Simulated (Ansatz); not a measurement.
The starting structures come from a database of crystals and need not be the phases stable at ambient conditions.

By PBEsol, the system below comes out a metal.

The ballistic (Sharvin) conductance counts the channels at the Fermi level: G/A = (e²/h) × channels of both spins per area.

Given:

```
Al3Ni
1.0
    4.77057     0.00000     0.00000
    0.00000     7.30434     0.00000
    0.00000     0.00000     6.55891
Al Ni
12 4
Direct
  0.08429   0.25000   0.01038
  0.91571   0.75000   0.98962
  0.58429   0.75000   0.48962
  0.41571   0.25000   0.51038
  0.63620   0.44390   0.17132
  0.36380   0.55610   0.82868
  0.13620   0.55610   0.32868
  0.86380   0.44390   0.67132
  0.86380   0.05610   0.67132
  0.13620   0.94390   0.32868
  0.36380   0.94390   0.82868
  0.63620   0.05610   0.17132
  0.55572   0.25000   0.87108
  0.44428   0.75000   0.12892
  0.05572   0.75000   0.62892
  0.94428   0.25000   0.37108
```

Space group of this cell: Pnma. The cell is taken as given; by PBEsol its mean pressure is 0.6 GPa.

The current flows along the normal of the first two printed cell vectors. No spin-orbit coupling; the value is a mean over 0.1 eV about the Fermi level.

Task: Give the ballistic conductance per area that PBEsol in Ansatz (a program for electronic structure) yields.

Result: 0.43 × 10¹⁵ S/m² for both spins.
